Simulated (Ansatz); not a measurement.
Cost and result by functional for the surface energy of the (331) surface of fcc Rh in its 1x1 cell, outermost plane spacing 0.88 Å in the ideal cut, in Ansatz (plane waves, PAW). Single points on the PBE structure, on one kind of machine; costs are rough ratios of the slab run's core time (references not counted) to the cheapest single point. r2SCAN's cost holds its higher cutoff (500 against 420 eV). Differences are taken against r2SCAN for comparison alone: no measured value is at hand, so the table doesn't rank accuracy.

Model: 12-atom slab, 9.7 Å thick at the start (thin: gaps and levels are the slab's own), 14x7x1 mesh, Fermi-Dirac 0.1 eV, dipole correction, all atoms relaxed; held to the part of the start's symmetry that mesh and held atoms allow; no spin, no spin-orbit, no U. These notes are the PBE run's.

```csv
functional,relative cost,surface energy (J/m²),less r2SCAN (J/m²)
LDA,1,2.95,0.41
PBEsol,1,2.75,0.21
RPBE,1,2.06,-0.49
r2SCAN,2,2.54,0.00
PBE (the relaxed run's value),–,2.32,-0.22
```

The values span 0.89 J/m², while the single points' costs differ by a factor of roughly 2. Differences are of unrounded values.

Ansatz is a quantum-chemistry and plane-wave program.
